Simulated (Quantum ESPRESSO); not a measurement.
# Sensitivity of a calculation on Ta3Bi (P1, 4 atoms in the cell) to its settings

```
CELL_PARAMETERS angstrom
      4.27822     0.00000     0.00000
      0.00000     4.27822     0.00000
      0.00000     0.00000     4.27822
ATOMIC_POSITIONS crystal
  Ta 0.00436 0.50586 0.50699
  Ta 0.49906 0.99644 0.49826
  Ta 0.50094 0.49508 0.99255
  Bi 0.99564 0.00262 0.00219
```

Base run A: PBEsol, PseudoDojo standard norm-conserving (PBESOL) pseudopotentials run with Quantum ESPRESSO, self-consistent single point.

Its settings: ecutwfc = 70 Ry; occupations = smearing; smearing = methfessel-paxton; degauss = 0.0147 Ry; potentials = {Ta: Ta.upf, Bi: Bi.upf}; K_POINTS = automatic 4 4 4 0 0 0; conv_thr = 1e-10 Ry.

The starting cell comes from a database of computed structures (which also holds hypothetical and non-ambient phases and stackings), without a prior relaxation at this level. Its atoms were displaced at random from the sites of space group no. 221. Spin polarisation is off. In the base run, with a pressure of about -6 GPa the cell is away from its equilibrium volume at this level. Without a gap this mesh is coarse (it stands for a supercell whose shortest vector is 17 Å).

ΔF is the free energy per atom less that of run A. 

| run | change | ΔF (meV/atom) | pressure (GPa) | largest force (eV/Å) |
|---|---|---|---|---|
| A | base | 0.00 | -5.53 | 0.472 |
| B | nbnd: default → 43 | 0.00 | -5.53 | 0.472 |
| C | conv_thr: 1e-10 Ry → 7.3e-05 Ry | 0.05 | -5.71 | 0.487 |
| D | degauss: 0.0147 Ry → 0.0018375 Ry | -1.76 | -5.79 | 0.476 |
| E | ecutwfc: 70 Ry → 42 Ry | 349.8 | -25.35 | 0.472 |
| F | ecutrho: default → 350 Ry | 0.00 | -5.53 | 0.472 |
| G | ecutwfc: 70 Ry → 105 Ry | -0.45 | -5.52 | 0.472 |
| H | startingwfc: default → random | 0.00 | -5.53 | 0.472 |
| I | mixing_ndim: default → 20 | 0.00 | -5.53 | 0.472 |
| J | diago_david_ndim: default → 4 | 0.00 | -5.53 | 0.472 |

Run G against A: The free energy is nearly the same (within 1 meV/atom), the pressure hardly changes (-5.53 to -5.52 GPa) and the largest force stays at 0.472 eV/Å.

Run C against A: The free energy stays essentially unchanged (within 1 meV/atom), the pressure goes from -5.53 to -5.71 GPa and the largest force goes from 0.472 to 0.487 eV/Å.

Run E against A: The free energy rises by 350 meV/atom, the pressure goes from -5.53 to -25.35 GPa and the largest force stays at 0.472 eV/Å.
